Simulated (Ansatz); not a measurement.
An Ansatz (a first-principles code) input (PBEsol in Ansatz (plane waves to 420 eV, PAW, no spin-orbit coupling), earlier PAW set):

Ansatz 0.2 input:
```yaml
crystal:
  lattice:
    - [0, 2.3838577736, 2.3838577736]
    - [2.3838577736, 0, 2.3838577736]
    - [2.3838577736, 2.3838577736, 0]
  atoms:
    - { symbol: As, position: [0.75, 0.75, 0.75] }
    - { symbol: B, position: [0, 0, 0] }
basis: { ecutwfc: 420, ecutrho_ratio: 4, xc_grid: 2, fft_grid_basis: typed }
kpoints: { mp_grid: { grid: [12, 12, 12] } }
hamiltonian:
  xc: pbesol
  dispersion: none
  pseudopotentials: { azcp: { folder: ./paw }, kind: paw }
scf: { occupations: { method: fermi_dirac, width: 0.05 }, convergence: { dr2_threshold: 0.0000000002 } }
output: { forces: true, stress: true }
checkpoint: { write: state.ck, write_every: 1000 }
```

Question: Which symmetry and how many k-points will the program report, and about how many plane waves at Γ?

Answer: Space group F-43m (ITA 216) with 24 operations, k-points 72 of 1728, and 531 plane waves at Γ.

Stability against distortions was not tested. The cell was made from AlAs by this change: Al → B.
